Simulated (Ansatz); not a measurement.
Mo2C, pressure series

The parent structure is Mo2C (space group Pbcn, No. 60; a = 4.705 Å, b = 6.010 Å, c = 5.176 Å).

Cell and atoms are relaxed at each pressure.

Computed with DFT with PBEsol, PAW potentials and a 420 eV plane-wave cutoff in Ansatz (a first-principles code), scalar-relativistic without spin-orbit coupling.

| pressure (GPa) | volume per atom (Å³/atom) |
|---|---|
| -2 | 12.276 |
| -1 | 12.236 |
| 0 | 12.198 |
| 0.3 | 12.186 |
| 0.7 | 12.171 |
| 1.5 | ? |
| 5 | 12.012 |
| 7.5 | 11.925 |
| 10 | 11.841 |

Q: Fit the third-order Birch–Murnaghan form P(V) = (3B₀/2)[(V₀/V)^(7/3) − (V₀/V)^(5/3)]·[1 + (3/4)(B₀′ − 4)((V₀/V)^(2/3) − 1)] (squares taken in P) to the rows shown and predict the withheld row.

A: Least squares on the printed values gives V₀ = 12.198 Å³/atom, B₀ = 316 GPa, B₀′ = 4.3; this predicts 12.140 Å³/atom, and the run gives 12.140 Å³/atom, in agreement.

Load acts through the strain it causes; cell and atoms are relaxed under it. No phonon test of stability was made. No other phases were tried under pressure. All final runs are without spin polarisation.
